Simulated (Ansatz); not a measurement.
Consider Cs in the bcc (W type) structure (space group Im-3m, No. 229; a = 6.010 Å).

Method: PBEsol (Ansatz, a quantum-chemistry and plane-wave program, PAW, no spin-orbit coupling), earlier PAW set.

Base values:

| Quantity | Result |
|---|---|
| Lattice parameter a | 6.010 Å |

Modification: Sr takes the place of Cs on all its sites, then cell and atoms are relaxed.

Question: What does the calculation give for the lattice parameter a after the change?

Answer: The lattice parameter a drops by 1.336 Å, from 6.010 Å to 4.674 Å.

Whether these cells are dynamically stable was not tested. The final runs are not spin-polarised. This is not the structure that Sr has at room temperature and ambient pressure.
